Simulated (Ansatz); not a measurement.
# C on the Si site (C_Si) in metastable 2H silicon carbide

All values below come from PBE, PAW (plane waves to 420 eV; Ansatz, a first-principles code). A 3×2×2 supercell of 96 sites was used; the energies come from a 2×2×2 shifted sampling of its zone. Site at the start: the Si site. Finite-size correction: monopole term and site-potential alignment. Dielectric constants: PBE linear response of the host. Host gap at this level: 2.31 eV. These values are not converged in cell size to better than tenths of an eV. PBE underestimates the host's gap, which shifts levels and can delocalise carriers. Spin–orbit coupling is left out. Each state is the lowest found from its start.

Formation energies E_f are given with the Fermi level at the valence-band maximum. Chemical conditions: C-rich (Δμ(C) = 0.00 eV, Δμ(Si) = -0.40 eV; only phases computed here count, gases as isolated molecules at 0 K); Si-rich (Δμ(C) = -0.40 eV, Δμ(Si) = 0.00 eV; only phases computed here count, gases as isolated molecules at 0 K). Reference phases: C: graphite, Si: silicon.

| charge | moment (μB) | largest move off a lattice site (Å) | image correction with alignment (eV) | E_f, C-rich (eV) | E_f, Si-rich (eV) |
|---|---|---|---|---|---|
| +1* | quenched | 0.23 | – | – | – |
| 0 | not spin-polarised | 0.23 | 0.00 | 3.21 | 4.01 |
| −1* | fractional | 0.22 | – | – | – |

* At this level the carrier isn't localised at the defect: at charge +1 holes occupy the valence band; at charge −1 electrons occupy the conduction band. Such a state is shallow or no state of the defect, and this cell gives it no level.

Starting moments that weren't kept: charge +1 began with 1 μB and ended with 0.0.

Flagged in the runs: a host whose relaxation on this sampling wasn't shown to rest, a strain field that reaches the edge of the cell.
